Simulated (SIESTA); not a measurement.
Input and output of a self-consistent single point for K (Im-3m, 1 atom in the cell) (SIESTA).

Method of the run: GGA PBE, numerical atomic orbitals DZP, PseudoDojo PBE standard norm-conserving potentials (rewritten from UPF to PSML) run with SIESTA.

The change in words: lattice scaled by 0.98; PAO.EnergyShift: 0.005 Ry → 0.001 Ry. Reference geometry:
```yaml
crystal:
  lattice:
    - [-2.65320, 2.65320, 2.65320]
    - [2.65320, -2.65320, 2.65320]
    - [2.65320, 2.65320, -2.65320]
  atoms:
    - { symbol: K, position: [0.00000, 0.00000, 0.00000] }
```

Reference input (self-consistent single point, DFT, GGA PBE, numerical atomic orbitals DZP, PseudoDojo PBE standard norm-conserving potentials (rewritten from UPF to PSML)): XC.functional = GGA; XC.authors = PBE; potentials = PseudoDojo PBE standard; PAO.BasisSize = DZP; PAO.EnergyShift = 0.005 Ry; MeshCutoff = 400 Ry; kgrid.MonkhorstPack = 9 9 9; OccupationFunction = FD; ElectronicTemperature = 1160.45 K; MaxSCFIterations = 150; SCF.Mixer.Method = Pulay; SCF.Mixer.Weight = 0.2. This run's input differs from it in these lines:

```diff
@@ -9,7 +9,7 @@
 %endblock ChemicalSpeciesLabel
-LatticeConstant              4.595477 Ang
+LatticeConstant              4.503568 Ang
 %block LatticeVectors
-    -0.577350295    0.577350295    0.577350295
-     0.577350295   -0.577350295    0.577350295
-     0.577350295    0.577350295   -0.577350295
+    -0.577350225    0.577350225    0.577350225
+     0.577350225   -0.577350225    0.577350225
+     0.577350225    0.577350225   -0.577350225
 %endblock LatticeVectors
@@ -23,3 +23,3 @@
 PAO.BasisSize                DZP
-PAO.EnergyShift              0.005 Ry
+PAO.EnergyShift              0.001 Ry
 MeshCutoff                   400 Ry
```

Output (repeated stretches shortened):

```
        iscf     Eharris(eV)        E_KS(eV)     FreeEng(eV)     dDmax    Ef(eV) dHmax(eV)
   scf:    1     -816.594003     -817.684277     -817.704831  0.386335 -3.229912  0.750202
   scf:    2     -817.690361     -817.687375     -817.707935  0.015688 -3.245113  0.555138
   scf:    3     -817.693763     -817.690997     -817.711574  0.043734 -3.290087  0.007709
   scf:    4     -817.690978     -817.690988     -817.711573  0.003191 -3.298336  0.013880
   scf:    5     -817.690992     -817.690990     -817.711575  0.000965 -3.297696  0.001678
   scf:    6     -817.690990     -817.690990     -817.711575  0.000133 -3.297609  0.000038
mix: Pulay -- inversion failed, > SVD [rank/size] 2 / 5
   scf:    7     -817.690990     -817.690990     -817.711575  0.000003 -3.297611  0.000000
SCF Convergence by DM+H criterion
max |DM_out - DM_in|         :     0.0000029965
max |H_out - H_in|      (eV) :     0.0000002630
SCF cycle converged after 7 iterations

Using DM_out to compute the final energy and forces

siesta: E_KS(eV) =             -817.6910

siesta: E_KS - E_eggbox =      -817.6910

siesta: Atomic forces (eV/Ang):
     1    0.000000    0.000000   -0.000000
   Tot    0.000000    0.000000   -0.000000
   Max    0.000000
   Res    0.000000    sqrt( Sum f_i^2 / 3N )
   Max    0.000000    constrained

Stress tensor Voigt[x,y,z,yz,xz,xy] (kbar):       -4.20       -4.20       -4.20        0.00        0.00        0.00
(Free)E + p*V (eV/cell)     -817.5272
Target enthalpy (eV/cell)     -817.7116

siesta: Program's energy decomposition (eV):
siesta: FreeEng =      -817.711575

siesta: Stress tensor (static) (eV/Ang**3):
   [... lines left out ...]
siesta: Cell volume =         70.315033 Ang**3
siesta:           4.20091778          4.20091778  kBar
   [... lines left out ...]

mulliken: Atomic and Orbital Populations:

Species: K
Atom  Qatom  Qorb
               3s      4s      4s      3py     3pz     3px     4py     4pz
               4px
   1  9.000   1.986  -0.090   0.390   2.004   2.004   2.004   0.234   0.234
              0.234

mulliken: Qtot =        9.000

Mulliken Atomic Populations:
Atom #   charge [q] valence [e]  Species
     1     0.000000    9.000000  K
 Total     0.000000
```

The run converged in 7 iterations. Against the reference run the free energy drops by 230 meV/atom and the pressure goes from 0.19 to 0.42 GPa.

The starting cell has typed, rounded lattice constants, without a prior relaxation at this level. Its lattice was rescaled by up to half a per cent. For this run, on top of that: lattice scaled by 0.98. Values carry the incompleteness of an atom-centred basis.

Cost on one core of a shared machine: roughly 30 s.
